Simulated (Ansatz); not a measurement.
Polymorphs of BN, r2SCAN, rigid bands (Ansatz, an electronic-structure program); geometry: cell and atoms relaxed with PBEsol.
- P4_2/mnm, primitive cell of 8: a = b = 4.3988 Å, c = 2.5385 Å, α = β = γ = 90.00°
- F-43m, primitive cell of 2: a = 2.5496 Å, b = 2.5496 Å, c = 2.5496 Å, α = 60.00°, β = 60.00°, γ = 60.00°

```csv
Space group,volume per atom (Å³),band gap,electron conductivity mass,hole conductivity mass,"Seebeck coefficient, n-type 1e19 cm⁻³"
P4_2/mnm,6.1,5.31 eV,0.43 mₑ,___,-250 μV/K
F-43m,5.9,___,0.38 mₑ,0.68 mₑ,-281 μV/K
```

Q: What belongs in the gaps?

A: 
- P4_2/mnm, hole conductivity mass: 0.75 mₑ
- F-43m, band gap: 5.01 eV

Masses are for dilute carriers at 300 K, harmonic means over directions unless an axis is named. Seebeck coefficients are for the stated density at 300 K, with one relaxation time for all states and whether or not that doping can be reached. Spin-orbit coupling is left out.

Computed structure with no diffraction record at hand here (it may be known, metastable or hypothetical): BN (P4_2/mnm).
